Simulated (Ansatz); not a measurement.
For Sc2Al (P6_3/mmc), PBEsol, DFPT electron-phonon coupling, linearised Boltzmann equation run with Ansatz (a quantum-chemistry and plane-wave program) gives a transport coupling λ_tr = 0.800 and a Drude plasma energy ħω_p = 2.60 eV along y (a = (4.85, 0.00, 0.00) Å; b = (-2.43, 4.20, 0.00) Å; c = (0.00, 0.00, 6.09) Å).

**Question.** Estimate the resistivity at 300 K from the high-temperature formula ρ = 2π λ_tr k_B T / (ħ ε₀ ω_p²), and say how the full Boltzmann solution compares.

**Answer.** The scattering rate is 1/τ = 2π λ_tr k_B T/ħ = 1.97e14 s⁻¹ and ω_p = 3.95e15 s⁻¹, so ρ ≈ 143 μΩ·cm. The Boltzmann solution gives 125 μΩ·cm, 0.87 times the estimate; it lies lower because k_BT is not large against the phonon energies and the solution lets the distribution adjust.

A metal at this level (no band gap). Only scattering by harmonic phonons is included (no impurities, grain boundaries, electron-electron scattering or thermal expansion). Spin-orbit coupling is left out. Values near or above 100 μΩ·cm, or paths under about 2 nm, lie near resistivity saturation, where the Boltzmann equation overshoots. The self-energy correction of the phonons between q points moved λ by about 5 %. Halving the electron mesh (20x20x16) moves the resistivity by up to 3 % at 300 K, the coupling by up to 4 %. Smearing 0.20 eV; phonons on a 3x3x3 q mesh, which this run doesn't test.

Computed structure with no diffraction record at hand here (it may be known, metastable or hypothetical): Sc2Al (P6_3/mmc).
